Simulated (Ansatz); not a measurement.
The reference is SrTiO3 in the cubic perovskite structure (space group Pm-3m, No. 221; a = 3.854 Å). Axes: x, y, z lie along the cube axes.

Computed with Ansatz (an electronic-structure program) LDA, no SOC.

Perturbation: a pure shear with ε_xy = ε_yx = 0.0100; the atoms relax in the strained cell.

**Question.** Predict the stress tensor and what it implies for the stiffness.

**Answer.** Stress of the strained cell less that of the base (GPa, compression positive):
```
   0.04   -2.39    0.00
  -2.39    0.04    0.00
   0.00    0.00    0.02
```

Then −Δσ/γ with γ = 2ε = 0.0200 gives relaxed-ion elastic constants: C66 ≈ 119 GPa.

Whether these cells are dynamically stable was not tested. All final runs are without spin polarisation. Many cubic perovskites are stable only at high temperature; tilts and polar distortions were not tested.
